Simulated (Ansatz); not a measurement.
What uniaxial strain ε_xx = −0.50 % does to SnSe2

The reference is SnSe$_{2}$ in the CdI2 type structure (space group P-3m1, No. 164; a = 3.794 Å, c = 5.744 Å; layered, stacked along the Cartesian z axis). Axes: x lies along a and z along c of the hexagonal cell.

Modification: the cell is compressed by 0.50 % along x with no lateral relaxation; the atoms relax in the strained cell.

Calculations: PBEsol-D3(BJ) (Ansatz, a first-principles code; PAW; 420 eV plane waves; no spin-orbit coupling). Γ-centred 10×10×6 mesh, Fermi–Dirac width 0.05 eV.

```tsv
quantity	base	changed	shift
volume per atom	23.86 Å³	23.74 Å³	-0.12 Å³
space group	P-3m1 (No. 164)	C2/m (No. 12)	–
energy relative to the base (free energy F)	0 meV/atom	+0.2 meV/atom	+0.2 meV/atom
pressure (mean of the normal stresses, compression positive)	0.0 GPa	0.3 GPa	+0.3 GPa
band gap	zero	zero	–
stress (xx, yy, zz, yz, xz, xy; compression positive) (rough)	–	(0.6, 0.2, 0.1, 0.0, 0.0, 0.0) GPa	–
```

Without a gap, meshes like the base's 10×10×6 leave anisotropic stresses uncertain by several tenths of a GPa, and small strain energies with them. Whether these cells are dynamically stable was not tested. The final runs are not spin-polarised. Gaps under 0.05 eV, about the width of the smearing, are given as zero. A zero or small gap of SnSe2 can be the functional's error rather than a property of the material.
